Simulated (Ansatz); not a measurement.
## AlRu: response to strain

The parent structure is AlRu in the CsCl type structure (space group Pm-3m, No. 221; a = 3.0048 Å; relaxed with 0.1 eV smearing).

Strains are applied to the cell and any free atomic positions relax.

Computed with PBE in Ansatz (plane waves to 420 eV, PAW, no SOC).

Candidates:
(a) isotropic strain −2.50 %
(b) isotropic strain −1.00 %
(c) isotropic strain +1.50 %

Notes on the quantities. energy relative to the base: free energy F.

Task: Order them by energy relative to the base, highest first.

Result: (a) isotropic strain −2.50 % (+53 meV/atom), (c) isotropic strain +1.50 % (+17 meV/atom), (b) isotropic strain −1.00 % (+8.0 meV/atom)

Stability against distortions was not tested. All final runs are without spin polarisation.

Ansatz is a first-principles code.
